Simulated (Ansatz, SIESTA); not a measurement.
One structure in several programs: Ir₃Os (P1, 4 atoms in the cell)

Self-consistent single point, at a second geometry (atoms moved at random). First geometry:

```
CELL_PARAMETERS angstrom
      3.84807     0.00000     0.00000
      0.00000     3.84807     0.00000
      0.00000     0.00000     3.84807
ATOMIC_POSITIONS crystal
  Os 0.00000 0.00000 0.00000
  Ir 0.00000 0.50000 0.50000
  Ir 0.50000 0.00000 0.50000
  Ir 0.50000 0.50000 0.00000
```

Second geometry:
```yaml
crystal:
  lattice:
    - [3.84807, 0.00000, 0.00000]
    - [0.00000, 3.84807, 0.00000]
    - [0.00000, 0.00000, 3.84807]
  atoms:
    - { symbol: Os, position: [0.01376, 0.00280, 0.98406] }
    - { symbol: Ir, position: [0.98472, 0.50716, 0.51845] }
    - { symbol: Ir, position: [0.49364, 0.97477, 0.51375] }
    - { symbol: Ir, position: [0.50788, 0.51526, 0.98373] }
```

Shared settings, as Ansatz (a first-principles code) writes them: kpoints.mp_grid.grid = 11 11 11; scf.occupations.method = fermi_dirac; scf.occupations.width = 0.1 eV. Potentials and cutoffs stand in the table.

| code | model | ΔF from the first geometry (meV/atom) | pressure (GPa) | largest force (eV/Å) | cutoff |
|---|---|---|---|---|---|
| SIESTA | GGA PBEsol, numerical atomic orbitals DZP, PseudoDojo PBEsol standard norm-conserving potentials (rewritten from UPF to PSML) | 119.1 | -1.58 | 3.229 | grid 350 Ry |
| Ansatz | PBEsol, PAW files made with PBE | 89.4 | -0.94 | 2.454 | default |

Size of the force on each atom (eV/Å): Sizes of forces hide their directions.

```tsv
code	Os1	Ir2	Ir3	Ir4
SIESTA	1.854	2.645	3.229	3.007
Ansatz	1.361	1.971	2.454	2.240
```

On Ansatz's run: spin-orbit coupling is off. Spin polarisation is off.

The spread over the programs that give each value: ΔF from the first geometry within 29.7 meV/atom; pressure within 0.64 GPa; largest force within 0.775 eV/Å.

SIESTA uses small atom-centred bases, whose incompleteness enters pressures, forces and empty levels differently from a plane-wave cutoff. Ansatz's pressure is given at a fixed set of plane waves, as the other plane-wave codes print theirs; with its correction for the finite basis it is -0.86 GPa.

The starting cell comes from a database of computed structures (which also holds hypothetical and non-ambient phases and stackings), without a prior relaxation at this level. For this run, on top of that: atoms moved at random.

Keys are those of Ansatz 0.2.
